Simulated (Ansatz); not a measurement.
The starting structures come from a database of crystals and need not be the phases stable at ambient conditions.

 Where the default PAW files enter, the runs use the earlier of Ansatz's two default sets.

Given:

```
SnZnO3
1.0
    5.35089     0.00000     0.00000
   -2.67544     4.98675     0.00000
    2.67544     1.43541     4.40609
Zn Sn O
2 2 6
Direct
  0.56814   0.85221   0.71593
  0.56814   0.35221   0.21593
  0.00368   0.00552   0.99816
  0.00368   0.50552   0.49816
  0.81991   0.71268   0.39290
  0.10558   0.71268   0.78719
  0.49987   0.71268   0.10723
  0.10558   0.21268   0.60723
  0.49987   0.21268   0.89290
  0.81991   0.21268   0.28719
```

Space group of this cell: R3c. The cell is taken as given; by PBEsol its mean pressure is -7.1 GPa.

Level of theory: PBEsol (plane waves, PAW; Ansatz, a quantum-chemistry and plane-wave program).

The current runs along the normal of the first two printed vectors; no spin-orbit coupling. Scaled by the factor s: both lengths across the current (ions clamped). The meshes follow the cell: 8×8×8 and 8×6 across at s = 0.98, 8×8×8 and 6×6 across at s = 1.00, 8×8×8 and 6×6 across at s = 1.02.

| s | mean pressure (GPa) | slowest mid-gap decay constant κ (1/Å) |
|---|---|---|
| 0.98 | -0.3 | ? |
| 1.00 | -7.1 | 0.127 |
| 1.02 | -12.5 | 0.101 |

Task: Take the slope of the slowest mid-gap decay constant κ against ln s from the two given rows, extrapolate to s = 0.98, and say what the run there gives.

Result: Slope = (0.101 − 0.127) / ln 1.02 = -1.31 1/Å. The line gives 0.127 + (-1.31) × ln 0.98 = 0.154 1/Å. The run gives 0.152 1/Å, 0.002 1/Å under the line, 6 % of the predicted step.
